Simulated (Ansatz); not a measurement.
SiS₂ (I-42d), Ansatz (a program for electronic structure) with PBEsol, rigid bands: N_v = 1.37e20 cm⁻³ at 300 K and a hole conductivity mass of 1.25 mₑ along x (a = (-2.75, 2.75, 4.30) Å; b = (2.75, -2.75, 4.30) Å; c = (2.75, 2.75, -4.30) Å).

Task: For 1e17 holes per cm³ at 300 K, place the Fermi level, estimate the Seebeck coefficient of a parabolic band with constant τ, and give mobility and conductivity for τ = 50 fs.

Result: The level lies k_BT ln(N_v/p) = 0.187 eV above the valence-band maximum. S ≈ +(k_B/e)[ln(N_v/p) + 5/2] = 838 μV/K, against 835 μV/K from the full bands (mean over directions). μ = eτ/m = 70.4 cm²/(V·s) and σ = peμ = 1.13 S/cm. τ is assumed, not computed.

Band transport and this doping are assumed; polarons and phonon drag are left out. Spin-orbit coupling is left out; where it splits the top of the valence band, N_v and the p-type Seebeck coefficient come out somewhat high without it.

Formula and space group known from diffraction (Crystallography Open Database), not checked to be the room-temperature form: SiS2 (I-42d).
